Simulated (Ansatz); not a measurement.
Troubleshooting Ansatz (a first-principles code): a failed run on LuCrO3 (R-3, 10 atoms in the cell). The aim is a self-consistent single point with DFT, PBE+U, plane waves, default PAW files.

Cell that was meant: a = 5.6318 Å, b = 5.6318 Å, c = 5.6318 Å, α = 54.69°, β = 54.69°, γ = 54.69°.

Part of the input:

Ansatz 0.2 input:
```yaml
  spin_polarized: true
scf:
  occupations: { method: cold, width: 0.1 }
  max_iter: 3
output:
  forces: true
  eigenvalues: true
```

Output, abridged:

```
SCF iter   1: F=—  HF=-39635.677780 eV  |F-HF|=—  |Δ(HF+E_count)|=         —  Δρ=8.71e-2 (↑8.71e-2 ↓5.37e-2)  dr2=3.64e1  dr2_m=9.58e-1  M=5.992 μB ∫|m|=6.495 μB  β_m=0.30  ethr=3.10e-3  ⟨swp⟩=9.0  Hψ=43917  notcnv=0
all-band conjugate gradients solve this SCF's bands
preconditioner: auto → Kerker (q_TF=auto, 2.742 Å⁻¹)
   [... lines left out ...]
spin=Collinear: Resta preconditioning applied to the charge; magnetization (m = ρ↑ − ρ↓) channel mixes plain (no charge-response kernel on spin).
SCF iter   3: F=—  HF=-39631.782552 eV  |F-HF|=—  |Δ(HF+E_count)|=    1.58e0  S|Δr|=    0.00e0  Δρ=1.88e-2 (↑1.88e-2 ↓1.87e-2)  dr2=3.38e0  dr2_m=1.48e-2  M=6.000 μB ∫|m|=6.679 μB  β_m=1.00  ethr=3.10e-3  ⟨swp⟩=12.0  Hψ=38901  notcnv=0
Occupation matrices written to unconverged_occupation_matrices
Error: did not converge after 3 iterations: dr2 = 3.38e0 (threshold 1.00e-7), under the density mixer `msr1`, which `scf.mixing.algorithm: auto` chose by the deck's other keys (type `scf.mixing.algorithm: msr1` to keep it); raise `scf.max_iter`, which need not help a stalled SCF, or adjust the mixing (`scf.mixing`) or, under a smearing, its width (`scf.occupations.width`, in either direction: another width is another result); this SCF holds its density and magnetisation to the symmetry operations that it keeps, and cannot end on a state that breaks one of them: if the state sought breaks one, re-run with `crystal.symmetry.detect: false`, without `crystal.symmetry.time_reversal: [...]
```

### Question
What caused this, and what should be changed?

### Answer
The fault is an iteration limit that is too low. The loop is cut before its threshold is met, so whatever is printed at the end is not self-consistent. To fix it, raise the limit, or leave it to the default. The run ended unconverged after 3 iterations.

The sound input it was made from differs as follows (other fixes are possible):
```diff
-  max_iter: 3
```

With that input, the run converged in 21 iterations: free energy E − TS (on the zero of these files) -39631.5802 eV; top of the valence band (on the code's own zero) 13.14 eV; gap on the k-point mesh 2.77 eV; pressure 18.32 GPa; largest force (vector length) 2.282 eV/Å (DFT, PBE+U, plane waves, default PAW files).

On the sound input: the starting cell was generated: these elements placed on a structure prototype, without a prior relaxation; it need not be a known phase or ordering of this composition. Its lattice was rescaled by a random factor within 2.5 % of one. Spin-orbit coupling is off. The magnetic order is the one reached from the typed start; others were not searched systematically. With U or open f shells several self-consistent states can exist. The program warned that, by what it read of turns of the moments, another magnetic order lies lower. With a pressure of about 18 GPa the cell is away from its equilibrium volume at this level. Forces in this geometry exceed 1 eV/Å. Ansatz's pressure includes its estimate of the finite-basis (Pulay) stress. Without the estimate this run gives 17.57 GPa.

These are the values that this program gave, and no reference: magnets with a U can end in a higher state.
